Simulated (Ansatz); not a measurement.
## A constructed model of the (100) surface of rock-salt TiC, a layer of Ni, one atom over each C (bottom of the slab: a bare face, its two planes held)

Method: PBE (plane waves to 420 eV, PAW; Ansatz, an electronic-structure program).

Model: 13-atom slab, 13.0 Å thick at the start with caps and adatoms (thin: gaps and levels are the slab's own), 12x12x1 mesh, Fermi-Dirac 0.1 eV, dipole correction, 4 atoms held, the rest relaxed; start symmetry kept, larger cells not searched; spin-polarised, no spin-orbit, no U. The starting moment vanished. It is one candidate, not shown to be the stable structure of the face.

```yaml
work_function_of_the_top_face: 3.70 eV
energy_released_by_relaxation: 0.44 eV
magnetic_moment_of_the_cell: 0.00 μB
cost: very roughly 8 core-minutes
```
